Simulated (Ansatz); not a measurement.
The parent structure is KTaO₃ in the cubic perovskite structure (space group Pm-3m, No. 221; a = 4.024 Å).

Computed with Kohn–Sham DFT with the PBE functional, run in Ansatz (a first-principles code) with PAW and 420 eV plane waves, without spin-orbit coupling.

Strains are applied to the cell and any free atomic positions relax.

One change was made to it. Results:

```csv
quantity,base,after
energy relative to the base (free energy F),0 meV/atom,+10 meV/atom
smallest direct gap,2.78 eV,2.85 eV
band gap,2.16 eV,2.24 eV
pressure,0.1 kbar,74.0 kbar
```

Problem. What was done to the base?
A) isotropic strain −2.40 %
B) isotropic strain −3.00 %
C) isotropic strain −1.20 %

Solution. C, isotropic strain −1.20 %. For comparison, the band gap in the other runs: isotropic strain −3.00 % gives 2.36 eV; isotropic strain −2.40 % gives 2.33 eV.

With Ta present, leaving out spin-orbit coupling can change the band edges. Stability against distortions was not tested.
